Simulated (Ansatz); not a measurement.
## Fermi-surface data of Ni$_{3}$Si under load (space group R-3m)

Input:

```
Ni3Si
1.0
    3.45953    -0.00391    -0.00391
   -0.00391     3.45953    -0.00391
   -0.00391    -0.00391     3.45953
Si Ni
1 3
Direct
  0.00000   0.00000   0.00000
  0.00000   0.50000   0.50000
  0.50000   0.00000   0.50000
  0.50000   0.50000   0.00000
```

Level of theory: PBEsol, rigid bands (plane waves, PAW, scalar-relativistic; Ansatz, an electronic-structure program). Condition of this run: uniaxial stress along [111] of 1 GPa (compression positive) (the target of the relaxation). Cell: cell and atoms relaxed with PBEsol, then loaded as said.

```json
{
  "density of states at the Fermi level": "2.15 states/(eV·cell), both spins",
  "bare Sommerfeld coefficient": "1.27 mJ/(mol of atoms·K²)",
  "drude_plasma_energy": "1.84 eV",
  "root-mean-square Fermi velocity": "1.6e5 m/s",
  "resistivity times τ": "145 ×10⁻²² Ω·m·s"
}
```

A metal at this level (no band gap); rigid bands, thermally averaged at 300 K, both spins. Spin-orbit coupling is left out. τ is one relaxation time for all states.

Computed structure with no diffraction record at hand here (it may be known, metastable or hypothetical): Ni3Si under load (space group R-3m). Treated as nonmagnetic (a ferromagnetic start lost its moment, other orders weren't tried): Ni3Si under load (space group R-3m).
